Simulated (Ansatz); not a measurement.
What uniaxial strain ε_zz = −2.50 % does to PbSe

The reference is PbSe in the rock salt structure (space group Fm-3m, No. 225; a = 6.178 Å). Axes: x, y, z lie along the cube axes.

Now apply this change: the cell is compressed by 2.50 % along z with no lateral relaxation, atoms relaxed at fixed cell.

The values are results of r2SCAN, PAW, 500 eV (Ansatz, a first-principles code; no spin-orbit coupling), not measurements. Settings: 9×9×9 k-points, 0.05 eV Fermi–Dirac smearing.

The volume per atom shrinks by 0.74 Å³ (29.48 Å³ → 28.74 Å³) and the space group goes from Fm-3m (No. 225) to I4/mmm (No. 139). The energy grows by 8.2 meV/atom and the band gap decreases by 0.11 eV, from 0.67 eV to 0.56 eV. The gap character amounts to direct at N and the valley order (the lowest conduction-band minima on the path, energy above the VBM, named in the base's zone) goes from L along ⟨111⟩ 0.67 eV; a point along ⟨110⟩, about 0.6 Å⁻¹ from Γ 1.46 eV to L along [1-11] 0.56 eV; a point along [1-10], about 0.6 Å⁻¹ from Γ 1.39 eV. The stress (xx, yy, zz, yz, xz, xy; compression positive) is (0.33, 0.33, 3.75, 0.00, 0.00, 0.00) GPa.

Final structure:

```xyz
2
Lattice="0.0000 3.0890 3.0118 3.0890 0.0000 3.0118 3.0890 3.0890 0.0000" Properties=species:S:1:pos:R:3 pbc="T T T"
Pb     0.0000     0.0000     0.0000
Se     3.0890     3.0890     3.0118
```

With Pb present, leaving out spin-orbit coupling can change the band edges. No phonon test of stability was made. Labels are those of the standard path for the cell's own space group.
